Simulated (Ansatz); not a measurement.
The starting structures come from a database of crystals and need not be the phases stable at ambient conditions.

Here is the system:

```
Ba2LaNbO6
1.0
    6.22099     0.00000     0.00000
    0.13178     8.70612     0.00000
   -3.04461     4.35306     3.07559
Ba La Nb O
2 1 1 6
Cartesian
  6.20540   2.14266   0.00000
  0.14737   6.56346   0.00000
  3.11049   0.00000   0.00000
  3.17638   4.35306   0.00000
  3.63529   6.33710   0.00000
  2.71748   2.36902   0.00000
  1.53825   8.37094   1.64526
  1.76991   4.68825   1.43034
 -1.27469   9.04131   1.64526
  4.58285   4.01788   1.43034
```

Space group of this cell: C2/m. The cell is taken as given; by PBEsol its mean pressure is -6.4 GPa.

Transport runs along the normal of the first two printed cell vectors.

The gap is the functional's own, uncorrected, and κ follows it; spin-orbit coupling is left out. Mid-gap values are interpolated between the computed energies.

**Question.** State the band gap and the smallest decay constant κ at mid-gap according to Ansatz (a quantum-chemistry and plane-wave program) with PBEsol.

**Answer.** Gap 3.00 eV on a 10×10×10 mesh; κ = 0.325 1/Å, at the zone centre.
